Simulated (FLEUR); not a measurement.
A working FLEUR input for YRh (Pm-3m, 2 atoms in the cell) (DFT, PBEsol, all-electron FLAPW (FLEUR), scalar-relativistic valence):

```xml
# input of inpgen
YRh
&input film=f /
6.4382969066 0.0000000000 0.0000000000
0.0000000000 6.4382969066 0.0000000000
0.0000000000 0.0000000000 6.4382969066
1.0
1.0 1.0 1.0

2
39 0.5000000000 0.5000000000 0.5000000000
45 0.0000000000 0.0000000000 0.0000000000

&comp jspins=1 /
&exco xctyp='PBEs' /
&kpt div1=10 div2=10 div3=10 gamma=t /
&end /
# inp.xml
<?xml version="1.0" encoding="UTF-8" standalone="no"?>
<fleurInput fleurInputVersion="0.39">
   <comment>
      YRh                                                                                                 
   </comment>
   <calculationSetup>
      <cutoffs Kmax="3.9" Gmax="13.7" GmaxXC="13.7" numbands="0"/>
      <scfLoop itmax="100" minDistance="0.00001" maxIterBroyd="40" imix="Anderson" alpha="0.05" precondParam="0.0" spinf="2.0"/>
      <coreElectrons ctail="T" frcor="F" kcrel="0" coretail_lmax="0"/>
      <xcFunctional name="PBEs" relativisticCorrections="F"/>
      <magnetism jspins="1"/>
      <soc l_soc="F" theta="0.0" phi="0.0" spav="F"/>
      <expertModes spex="0" secvar="F"/>
      <geometryOptimization l_f="T" forcealpha="1.0" forcemix="BFGS" epsdisp="0.00001" epsforce="0.00001"/>
      <ldaU l_linMix="F" mixParam="0.05" spinf="1.0"/>
   </calculationSetup>
   <cell>
      <bzIntegration valenceElectrons="26.0" mode="hist" fermiSmearingEnergy="0.00183747">
         <kPointListSelection listName="default-1"/>
         <!-- k-points included here -->
         <xi:include xmlns:xi="http://www.w3.org/2001/XInclude" href="kpts.xml"> </xi:include>
      </bzIntegration>
      <!-- symmetry operations included here -->
      <xi:include xmlns:xi="http://www.w3.org/2001/XInclude" href="sym.xml"> </xi:include>
      <bulkLattice scale="1.0">
         <bravaisMatrix>
            <row-1>    6.4382969065999998     0.0000000000000000     0.0000000000000000</row-1>
            <row-2>    0.0000000000000000     6.4382969065999998     0.0000000000000000</row-2>
            <row-3>    0.0000000000000000     0.0000000000000000     6.4382969065999998</row-3>
         </bravaisMatrix>
      </bulkLattice>
   </cell>
   <atomSpecies>
      <species name="Yttrium (Y)" element="Y" atomicNumber="39">
         <mtSphere radius="2.61" gridPoints="899" logIncrement="0.014"/>
         <atomicCutoffs lmax="10" lnonsphr="8"/>
         <electronConfig flipSpins="F">
            <coreConfig>(1s1/2) (2s1/2) (2p1/2) (2p3/2) (3s1/2) (3p1/2) (3p3/2) (3d3/2) (3d5/2)</coreConfig>
            <valenceConfig>(4s1/2) (4p1/2) (4p3/2) (5s1/2) (4d3/2) (4d5/2)</valenceConfig>
            <stateOccupation state="(4d3/2)" spinUp="0.2" spinDown="0.2"/>
            <stateOccupation state="(4d5/2)" spinUp="0.3" spinDown="0.3"/>
         </electronConfig>
         <energyParameters s="5" p="5" d="4" f="4"/>
         <lo type="SCLO" l="0" n="4" eDeriv="0"/>
         <lo type="SCLO" l="1" n="4" eDeriv="0"/>
      </species>
      <species name="Rhodium (Rh)" element="Rh" atomicNumber="45">
         <mtSphere radius="2.61" gridPoints="899" logIncrement="0.014"/>
         <atomicCutoffs lmax="10" lnonsphr="8"/>
         <electronConfig flipSpins="F">
            <coreConfig>(1s1/2) (2s1/2) (2p1/2) (2p3/2) (3s1/2) (3p1/2) (3p3/2) (4s1/2) (3d3/2) (3d5/2)</coreConfig>
            <valenceConfig>(4p1/2) (4p3/2) (5s1/2) (4d3/2) (4d5/2)</valenceConfig>
            <stateOccupation state="(5s1/2)" spinUp="0.5" spinDown="0.5"/>
            <stateOccupation state="(4d3/2)" spinUp="1.6" spinDown="1.6"/>
            <stateOccupation state="(4d5/2)" spinUp="2.4" spinDown="2.4"/>
         </electronConfig>
         <energyParameters s="5" p="5" d="4" f="4"/>
         <lo type="SCLO" l="1" n="4" eDeriv="0"/>
      </species>
   </atomSpecies>
   <atomGroups>
      <atomGroup species="Yttrium (Y)">
         <relPos label="                   1">1.000/2.000 1.000/2.000 1.000/2.000</relPos>
         <force calculate="T" relaxXYZ="TTT"/>
      </atomGroup>
      <atomGroup species="Rhodium (Rh)">
         <relPos label="                   2">.0000000000 .0000000000 .0000000000</relPos>
         <force calculate="T" relaxXYZ="TTT"/>
      </atomGroup>
   </atomGroups>
   <output dos="F" band="F" slice="F">
      <checks vchk="F" cdinf="F"/>
      <bandDOS minEnergy="-.5*Htr" maxEnergy="0.5*Htr" sigma="0.015" storeEVData="T"/>
      <vacuumDOS vacdos="F" integ="F" star="F" nstars="0" locx1="0.0" locy1="0.0" locx2="0.0" locy2="0.0" nstm="0" tworkf="0.0"/>
      <unfoldingBand unfoldBand="F" supercellX="1" supercellY="1" supercellZ="1"/>
      <plotting iplot="0" polar="F">
         <plot TwoD="T" vec1="  1.0  0.0  0.0" vec2="  0.0  1.0  0.0" vec3="  0.0  0.0  1.0" zero="  0.0  0.0  0.0" file="plot"/>
      </plotting>
      <chargeDensitySlicing numkpt="0" minEigenval="0.0" maxEigenval="0.0" nnne="0" pallst="F"/>
      <specialOutput eonly="F"/>
      <magneticCircularDichroism mcd="F" energyLo="-10.0" energyUp="0.0"/>
   </output>
  <!-- We include the file relax.xml here to enable relaxations (see documentation) -->
  <xi:include xmlns:xi="http://www.w3.org/2001/XInclude" href="relax.xml"> <xi:fallback/> </xi:include>
</fleurInput>
```

The run converged in 17 iterations: free energy E − TS -222227.6776 eV; Fermi level (on the code's own zero) 10.67 eV. Each of these slips is then made, one at a time:

(1)
```diff
-         <mtSphere radius="2.61" gridPoints="899" logIncrement="0.014"/>
+         <mtSphere radius="2.87" gridPoints="899" logIncrement="0.014"/>
-         <mtSphere radius="2.61" gridPoints="899" logIncrement="0.014"/>
+         <mtSphere radius="2.87" gridPoints="899" logIncrement="0.014"/>
```

(2)
```diff
-         <lo type="SCLO" l="0" n="4" eDeriv="0"/>
-         <lo type="SCLO" l="1" n="4" eDeriv="0"/>
-         <lo type="SCLO" l="1" n="4" eDeriv="0"/>
```

(3)
```diff
-         <atomicCutoffs lmax="10" lnonsphr="8"/>
+         <atomicCutoffs lmax="2" lnonsphr="2"/>
-         <atomicCutoffs lmax="10" lnonsphr="8"/>
+         <atomicCutoffs lmax="2" lnonsphr="2"/>
```

### Question
Predict the outcome of each change.

### Answer

(1) Overlapping muffin-tin spheres. The program stopped before any SCF iteration.
```
Error message: Overlapping MT-radii of two neighbours detected.
Error occurred in subroutine: chkmt
Error from PE:0/1
```

(2) Local orbitals for semicore states removed. The program stopped with an error at about iteration 3.
```
Error message: differ 2: problems with solving dirac equation
Error occurred in subroutine: differ
Hint: The n=5 l=0 state of an atom with Z=39 seems to be above the reasonable energy range.
Error from PE:0/1
```

(3) Too low an angular cutoff in the spheres. The program stopped with an error.
```
Error message: Too low eigenvalue detected
Error occurred in subroutine: fermi
Hint: If the lowest eigenvalue is more than 1Htr below the lowest energy parameter, you probably have picked up a ghoststate
Error from PE:0/1
```

The starting cell comes from a database of published, mostly measured structures (it also holds non-ambient and calculated ones), without a prior relaxation at this level. Spin polarisation is off. Values depend on the basis (sphere radii, cutoffs, local orbitals), which need not be converged.

Left out of this page: 3 runs of the series outside the window shown, repeating another row's setting, or not comparable.
